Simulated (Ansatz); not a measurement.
## MgB2: response to strain

Base system: MgB2 (space group P6/mmm, No. 191; a = 3.075 Å, c = 3.525 Å; relaxed with 0.1 eV smearing).

Strains are applied to the cell and any free atomic positions relax.

All numbers come from PBE (Ansatz, a first-principles code, PAW, spin-orbit coupling left out).

Candidates:
(a) isotropic strain −3.00 %
(b) isotropic strain −1.50 %
(c) isotropic strain −2.00 %
(d) isotropic strain +1.00 %
(e) isotropic strain +1.50 %

Notes on the quantities. energy relative to the base: free energy F.

Task: Order them by energy relative to the base, highest first.

Result: (a) isotropic strain −3.00 % (+40 meV/atom), (c) isotropic strain −2.00 % (+17 meV/atom), (b) isotropic strain −1.50 % (+9.6 meV/atom), (e) isotropic strain +1.50 % (+8.9 meV/atom), (d) isotropic strain +1.00 % (+4.0 meV/atom)

Stability against distortions was not tested. The final runs are not spin-polarised.
